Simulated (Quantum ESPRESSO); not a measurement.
A self-consistent single point of NbRu (P1, 2 atoms in the cell) with Quantum ESPRESSO.

Method of the run: PBEsol, GBRV 1.5 ultrasoft (PBESOL) pseudopotentials (plane waves; Quantum ESPRESSO 7.5).

The change in words: lattice scaled by 0.98. Reference geometry:
```yaml
crystal:
  lattice:
    - [3.05347, 0.00000, 0.00000]
    - [0.00000, 3.05347, 0.00000]
    - [0.00000, 0.00000, 3.42502]
  atoms:
    - { symbol: Nb, position: [0.00173, 0.00592, 0.99723] }
    - { symbol: Ru, position: [0.49827, 0.49408, 0.50277] }
```

Reference input (self-consistent single point, DFT, PBEsol, plane waves, GBRV 1.5 ultrasoft (PBESOL) pseudopotentials): ecutwfc = 40 Ry; ecutrho = 320 Ry; occupations = smearing; smearing = fd; degauss = 0.0073499 Ry; potentials = {Nb: nb_pbesol_v1.uspp.F.UPF, Ru: ru_pbesol_v1.2.uspp.F.UPF}; K_POINTS = automatic 8 8 7 0 0 0; conv_thr = 1e-09 Ry; mixing_beta = 0.4. This run's input differs from it in these lines:

```diff
@@ -31,5 +31,5 @@
 CELL_PARAMETERS {angstrom}
-   3.05347000     0.00000000     0.00000000
-   0.00000000     3.05347000     0.00000000
-   0.00000000     0.00000000     3.42502000
+   2.99240100     0.00000000     0.00000000
+   0.00000000     2.99240100     0.00000000
+   0.00000000     0.00000000     3.35652000
```

The program printed (abridged):

```
     Self-consistent Calculation

     iteration #  1     ecut=    40.00 Ry     beta= 0.40

     negative rho (up, down):  7.060E-02 0.000E+00

     total energy              =    -312.14771990 Ry
     estimated scf accuracy    <       0.75437090 Ry

     iteration #  2     ecut=    40.00 Ry     beta= 0.40

     negative rho (up, down):  7.091E-02 0.000E+00

     total energy              =    -312.17632265 Ry
     estimated scf accuracy    <       0.07872717 Ry

     iteration #  3     ecut=    40.00 Ry     beta= 0.40

     negative rho (up, down):  7.117E-02 0.000E+00

     total energy              =    -312.18886932 Ry
     estimated scf accuracy    <       0.11358799 Ry

   [... 5 blocks of this kind left out ...]

     iteration #  9     ecut=    40.00 Ry     beta= 0.40

     negative rho (up, down):  7.142E-02 0.000E+00

     total energy              =    -312.20051946 Ry
     estimated scf accuracy    <          5.7E-09 Ry

     iteration # 10     ecut=    40.00 Ry     beta= 0.40

     negative rho (up, down):  7.142E-02 0.000E+00
     End of self-consistent calculation

     Number of k-points >= 100: set verbosity='high' to print the bands.

     the Fermi energy is    22.0898 ev

!    total energy              =    -312.20051946 Ry
     estimated scf accuracy    <          8.0E-10 Ry
     smearing contrib. (-TS)   =      -0.00503148 Ry
     internal energy E=F+TS    =    -312.19548798 Ry

     convergence has been achieved in  10 iterations

     negative rho (up, down):  7.142E-02 0.000E+00

     Forces acting on atoms (cartesian axes, Ry/au):

     atom    1 type  1   force =    -0.00219953   -0.00744249    0.00395420
     atom    2 type  2   force =     0.00219953    0.00744249   -0.00395420

     Total force =     0.012318     Total SCF correction =     0.000020

     negative rho (up, down):  7.142E-02 0.000E+00
          total   stress  (Ry/bohr**3)                   (kbar)     P=       75.41
   0.00049257   0.00000126  -0.00000084           72.46        0.19       -0.12
   0.00000126   0.00048650  -0.00000291            0.19       71.57       -0.43
  -0.00000084  -0.00000291   0.00055878           -0.12       -0.43       82.20

   JOB DONE.
```

The run converged in 10 iterations. Against the reference run the free energy goes down by 2.4 meV/atom, the pressure goes from -7.73 to 7.54 GPa and the largest force goes from 0.153 to 0.224 eV/Å.

The starting cell comes from a database of computed structures (which also holds hypothetical and non-ambient phases and stackings), without a prior relaxation at this level. Its atoms were displaced at random from the sites of space group no. 123. For this run, on top of that: lattice scaled by 0.98. Spin polarisation is off. With a pressure of about 8 GPa the cell is away from its equilibrium volume at this level.

Cost on one core of a shared machine: roughly 90 s.
